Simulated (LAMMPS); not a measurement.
Symmetric tilt boundaries about [001] in CdTe (zinc blende) at 0 K, each the lowest of many starting structures.

Method: classical force field (static), pair style bop, file CdTe.bop.table, run in LAMMPS.

| rotation (°) | energy | Σ | excess volume | plane |
|---|---|---|---|---|
| 28.1 | 0.512 J/m² | 17 | 0.08 Å | (410) |
| 36.9 | 0.533 J/m² | 5 | 0.23 Å | (310) |
| 53.1 | 0.629 J/m² | 5 | 0.44 Å | (210) |
| 67.4 | 0.760 J/m² | 13 | 0.39 Å | (320) |
| 73.7 | 0.744 J/m² | 25 | 0.74 Å | (430) |

Caution: in zinc blende a boundary also has a polarity, which the axes of the two grains fix.
